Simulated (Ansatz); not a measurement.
Here is the system:

```
CELL_PARAMETERS angstrom
     -2.06233     2.06233     6.39511
      2.06233    -2.06233     6.39511
      2.06233     2.06233    -6.39511
ATOMIC_POSITIONS crystal
  Ba 0.65545 0.65545 0.00000
  Ba 0.34455 0.34455 0.00000
  Zn 0.00000 0.00000 0.00000
  N  0.85810 0.85810 0.00000
  N  0.14190 0.14190 0.00000
```

All values below come from PBEsol with spin-orbit coupling, rigid bands (plane waves, PAW; Ansatz, a quantum-chemistry and plane-wave program). Condition of this run: spin-orbit coupling switched on. Geometry: cell and atoms relaxed with PBEsol.

Predict the electron conductivity mass (n e² τ/σ) at 300 K, by direction if it differs.

1.52 (x), 1.52 (y), 0.41 (z) mₑ.

What conductivity effective mass do dilute holes have at 300 K?

0.65 (x), 0.65 (y), 3.1 (z) mₑ.

And the band gap?

0.36 eV at this level; semilocal functionals usually fall short of the measured gap.

Rigid bands, one relaxation time for all states, no polarons.

Formula and space group known from diffraction (Crystallography Open Database), not checked to be the room-temperature form: Ba2ZnN2 (I4/mmm).
